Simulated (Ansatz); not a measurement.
Cells marked so need not be the phases stable at ambient conditions, and some may be hypothetical.

 Where the default PAW files enter, the runs use the earlier of Ansatz's two default sets.

The gap is the functional's own, uncorrected, and κ follows it; spin-orbit coupling is left out. Mid-gap values are interpolated between the computed energies.

A. YHSe (P-6m2, not sure to be the ambient phase, 3 atoms a cell, 16.7 Å³ an atom), along the normal of (111)
B. CsAu (Pm-3m, CsCl type, not sure to be the ambient phase, 2 atoms a cell, 39.3 Å³ an atom), along the normal of (110)
C. BaZrO3 (Pm-3m, cubic perovskite, 5 atoms a cell, 14.9 Å³ an atom), along the normal of (110)
D. CaClF (P4/nmm, not sure to be the ambient phase, 6 atoms a cell, 17.1 Å³ an atom), along the normal of (001)

**Question.** Order them by mid-gap decay constant of the slowest evanescent state (lowest first) at the level r2SCAN run with Ansatz (a program for electronic structure).

**Answer.** B (0.14 1/Å), A (0.17 1/Å), C (0.31 1/Å), D (0.48 1/Å)
